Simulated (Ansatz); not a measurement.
Consider SnO₂ in the rutile structure (space group P4_2/mnm, No. 136).

```yaml
crystal:
  lattice:
    - [4.72236, 0.00000, 0.00000]
    - [0.00000, 4.72236, 0.00000]
    - [0.00000, 0.00000, 3.19034]
  atoms:
    - { symbol: Sn, position: [0.00000, 0.00000, 0.00000] }
    - { symbol: Sn, position: [0.50000, 0.50000, 0.50000] }
    - { symbol: O, position: [0.30607, 0.30607, 0.00000] }
    - { symbol: O, position: [0.80607, 0.19393, 0.50000] }
    - { symbol: O, position: [0.19393, 0.80607, 0.50000] }
    - { symbol: O, position: [0.69393, 0.69393, 0.00000] }
```

Cartesian axes are those of the cell as printed.

Computed with Kohn–Sham DFT with the LDA functional, run in Ansatz (a quantum-chemistry and plane-wave program) with PAW and 420 eV plane waves, spin-orbit coupling left out.

Base values:

The electron mass is 0.18 mₑ along c, 0.20 mₑ across (at Γ). The band gap comes out as 1.16 eV.

One thing is altered: tensile biaxial strain of 1.20 % in the plane normal to [001], as in epitaxy on a mismatched substrate; the out-of-plane cell vector and the atoms relax.

Problem. What does the calculation give for the out-of-plane strain, electron mass and band gap after the change?

Solution. The out-of-plane strain comes out as -0.82 %; the electron mass becomes 0.18 mₑ out of plane, 0.20 mₑ in plane (at Γ) (base: 0.18 mₑ along c, 0.20 mₑ across (at Γ)); the band gap decreases by 0.115 eV (1.16 eV → 1.05 eV).

Masses are band curvatures over ±0.01 Å⁻¹ around the edge. Whether these cells are dynamically stable was not tested.
